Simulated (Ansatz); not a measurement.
Migration barriers of dopant-vacancy pairs in nitrides: PBE bands (Ansatz, a program for electronic structure, plane waves to 420 eV, PAW, climbing-image NEB) beside the CHGNet universal potential on its own band (it has no charge state). Forward barriers of single hops from the lowest site run, static nuclei, no finite-size correction. The rows are a random draw from the bands that converged and passed our checks of state and shape. Saddle orders were checked for a part of the study's bands only and are not shown. Vacancies start on their lattice site; split forms were not set up. Charge states are imposed.

```tsv
Defect	Route	Hop (Å), direction in the unit cell	End over start, densest mesh run (eV)	Cell and PBE mesh	CHGNet k-points	PBE (eV)	CHGNet (eV)
In-vacancy pair (In on Al, Al vacant) in wurtzite AlN, charge -3	a nearby Al jumps into the vacancy (In-vacancy distance between ideal sites 3.09 → 5.40 Å)	3.01 along (0.96, 0.01, 0.02)	0.03	72 sites, Γ	none	2.31	1.62
Ge-vacancy pair (Ge on B, B vacant) in zinc-blende BN, charge -2	a nearby B jumps into the vacancy (Ge-vacancy distance between ideal sites 2.56 → 3.62 Å)	2.47 along (0.00, 0.50, -0.47)	0.58	64 sites, 2×2×2 shifted	none	3.66	2.43
O-vacancy pair (O on N, N vacant) in rock-salt TiN, charge 0	O changes places with the vacancy (O-vacancy distance between ideal sites 3.00 Å throughout)	2.99 along (0.00, 0.50, 0.50)	0.00	64 sites, 2×2×2 shifted	none	2.33	?
Ge-vacancy pair (Ge on B, B vacant) in zinc-blende BN, charge -2	a nearby B jumps into the vacancy (Ge-vacancy distance between ideal sites 2.56 → 4.44 Å)	2.44 along (0.48, 0.01, -0.47)	0.52	64 sites, 2×2×2 shifted	none	3.46	2.41
Al-vacancy pair (Al on Ga, Ga vacant) in wurtzite GaN, charge -3	a nearby Ga jumps into the vacancy (Al-vacancy distance between ideal sites 3.21 Å throughout)	3.08 along (0.96, 0.96, 0.00)	0.00	72 sites, one k-point at (0.125, 0.250, 0.250)	none	2.07	1.52
C-vacancy pair (C on N, N vacant) in wurtzite GaN, charge 0	a nearby N jumps into the vacancy (C-vacancy distance between ideal sites 3.21 → 5.57 Å)	3.19 along (0.00, -0.99, 0.00)	0.22	72 sites, one k-point at (0.125, 0.250, 0.250)	none	3.41	1.73
C-vacancy pair (C on N, N vacant) in wurtzite GaN, charge 0	a nearby N jumps into the vacancy (C-vacancy distance between ideal sites 3.21 → 4.55 Å)	3.20 along (-1.00, -0.99, -0.01)	0.25	72 sites, one k-point at (0.125, 0.250, 0.250)	none	3.58	?
In-vacancy pair (In on Al, Al vacant) in wurtzite AlN, charge -3	In changes places with the vacancy (In-vacancy distance between ideal sites 3.09 Å throughout)	2.68 along (-0.30, 0.29, 0.43)	0.34	72 sites, Γ	none	1.10	0.87
```

Problem. Fill in the missing entries.

Solution. 
- C-vacancy pair (C on N, N vacant) in wurtzite GaN, charge 0, CHGNet (eV): 1.91
- O-vacancy pair (O on N, N vacant) in rock-salt TiN, charge 0, CHGNet (eV): 1.11
